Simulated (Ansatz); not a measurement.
**SiO2: pressure series**

The reference is SiO2 (space group P3_121, No. 152).

```
CELL_PARAMETERS angstrom
      4.94845     0.00000     0.00000
     -2.47422     4.28548     0.00000
      0.00000     0.00000     5.44126
ATOMIC_POSITIONS crystal
  Si 0.47027 0.00000 0.83333
  Si 0.00000 0.47027 0.16667
  Si 0.52973 0.52973 0.50000
  O  0.41249 0.26711 0.71463
  O  0.73289 0.14539 0.04796
  O  0.85461 0.58751 0.38129
  O  0.14539 0.73289 0.95204
  O  0.26711 0.41249 0.28537
  O  0.58751 0.85461 0.61871
```

Cell and atoms are relaxed at each pressure.

Level of theory: Ansatz (a first-principles code), PBEsol, PAW, cutoff 420 eV, no spin-orbit coupling, earlier PAW set.

Candidates:
(a) pressure −2 GPa
(b) pressure −1 GPa
(c) pressure 1.8 GPa
(d) pressure 30 GPa

Base values:

| Quantity | Result |
|---|---|
| Smallest direct gap | 6.03 eV |

Problem. Order them by smallest direct gap, lowest first.

Solution. (a) pressure −2 GPa (5.75 eV), (b) pressure −1 GPa (5.98 eV), (c) pressure 1.8 GPa (6.11 eV), (d) pressure 30 GPa (6.88 eV)

Load acts through the strain it causes; cell and atoms are relaxed under it. No phonon test of stability was made. No other phases were tried under pressure.
